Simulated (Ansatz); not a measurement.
L1₂ (Cu3Au-type) Ni3Al was calculated with r²SCAN-D4 (plane waves, PAW; Ansatz, a program for electronic structure).

Run with plane-wave cutoff 560 eV, 16×16×16 k mesh, Fermi–Dirac smearing 0.05 eV, spin-polarised with parallel moments, scalar-relativistic PAW data made under PBE.

Computed points:

| V (Å³/atom) | E − E_lowest (meV/atom) | P (GPa) |
|---|---|---|
| 10.205 | 28.47 | 14.83 |
| 10.422 | 12.17 | 9.33 |
| 10.639 | 2.93 | 4.40 |
| 10.856 | 0.00 | 0.01 |
| 11.073 | 2.71 | -3.93 |
| 11.290 | 10.45 | -7.44 |
| 11.507 | 22.70 | -10.58 |

Q: Fit the third-order Birch–Murnaghan equation and give B0 and B′.

A: V0 = 10.856 Å³/atom, B0 = 208 GPa, B′ = 4.6 (fit to the energies at full precision).

Measured, for comparison: bulk modulus 174 GPa (temperature not stated, not corrected to a static lattice; as tabulated in Zarkevich et al. (2023), arXiv:2304.06869); equilibrium volume per atom 11.39 Å³/atom (temperature not stated, not corrected to a static lattice; as tabulated in Tensorial elastic properties and stability of interface states associated with …). Computed (rounded) less measured: bulk modulus +20 %, equilibrium volume per atom -4.7 %.

The computed numbers hold no vibrational or temperature effects.

It cost around 14 core-minutes (rough) of CPU time.
